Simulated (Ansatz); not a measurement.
Take Co$_{2}$Si (space group Pnma, No. 62; ferromagnetic) as the base.

```
Co2Si
1.0
    4.88352     0.00000     0.00000
    0.00000     3.71167     0.00000
    0.00000     0.00000     7.04184
Co Si
8 4
Cartesian
  2.61942   0.92792   5.51033
  0.17766   0.92792   5.05242
  2.26410   2.78375   1.53150
  4.70586   2.78375   1.98941
  0.84619   0.92792   0.45523
  3.28795   0.92792   3.06569
  4.03733   2.78375   6.58661
  1.59557   2.78375   3.97615
  3.43090   0.92792   0.74432
  0.98914   0.92792   2.77660
  1.45263   2.78375   6.29752
  3.89439   2.78375   4.26524
```

Cartesian axes are those of the cell as printed.

Computed with plane-wave PAW DFT at the PBE level (Ansatz, a program for electronic structure, 420 eV), no SOC, earlier PAW set.

Strains are applied to the cell and any free atomic positions relax; under biaxial strain the out-of-plane vector relaxes too; under stress the whole cell relaxes.

One change was made to it. Results:

| quantity | base | after |
|---|---|---|
| magnetic state | ferromagnetic | ferromagnetic |
| volume per atom | 10.64 Å³ | 10.60 Å³ |
| band gap | zero | zero |

Problem. Which of these changes matches the shifts?
A. uniaxial stress, 2 GPa compression along x
B. biaxial strain +0.77 %, plane normal [001], relaxed out of plane
C. biaxial strain −3.81 %, plane normal [001], relaxed out of plane

Solution. A, uniaxial stress, 2 GPa compression along x. For comparison, the volume per atom in the other runs: biaxial strain +0.77 %, plane normal [001], relaxed out of plane gives 10.73 Å³; biaxial strain −3.81 %, plane normal [001], relaxed out of plane gives 10.21 Å³.

Other magnetic orders, which the real material may have, were not ruled out. Without a gap, meshes like the base's 8×10×6 leave anisotropic stresses uncertain by several tenths of a GPa, and small strain energies with them. Beyond what the load breaks, stability against distortions was not tested.
